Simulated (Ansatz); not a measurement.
## LuBi in the rock salt structure (space group Fm-3m, No. 225; a model cell, its experimental status unchecked)

```xyz
2
Lattice="0.0000 3.1004 3.1004 3.1004 0.0000 3.1004 3.1004 3.1004 0.0000" Properties=species:S:1:pos:R:3 pbc="T T T"
Bi     0.0000     0.0000     0.0000
Lu     3.1004     3.1004     3.1004
```

Computed with r2SCAN, PAW, 500 eV (Ansatz, an electronic-structure program; scalar-relativistic without spin-orbit coupling). k-mesh 13×13×13 (Γ-centred); smearing 0.05 eV (Fermi–Dirac).

- Volume per atom: 29.80 Å³
- Density: 10.70 g/cm³
- Band gap: zero
- Total energy: -13578.302 eV/atom (σ→0; compares only within this code and set-up)

Whether these cells are dynamically stable was not tested.
